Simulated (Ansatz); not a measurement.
Consider KTaO$_{3}$ in the cubic perovskite structure (space group Pm-3m, No. 221; a = 3.989 Å).

Level of theory: Ansatz (a first-principles code), r2SCAN, PAW, cutoff 500 eV, scalar-relativistic without spin-orbit coupling, earlier PAW set.

One change was made to it. Results:

| quantity | base | after |
|---|---|---|
| band gap | 2.64 eV | 3.09 eV |
| width of the top valence band | 1.10 eV | 1.28 eV |
| density | 7.01 g/cm³ | 8.47 g/cm³ |
| gap character | indirect, R → Γ | indirect, R → Γ |

Problem. Which of these changes matches the shifts?
A) pressure 1.8 GPa
B) pressure −1 GPa
C) pressure 60 GPa
D) pressure 9 GPa

Solution. C, pressure 60 GPa. For comparison, the band gap in the other runs: pressure 9 GPa gives 2.74 eV; pressure −1 GPa gives 2.63 eV; pressure 1.8 GPa gives 2.66 eV.

Spin-orbit coupling, missing from the scalar runs, can matter with Ta. Load acts through the strain it causes; cell and atoms are relaxed under it. No phonon test of stability was made. No other phases were tried under pressure.
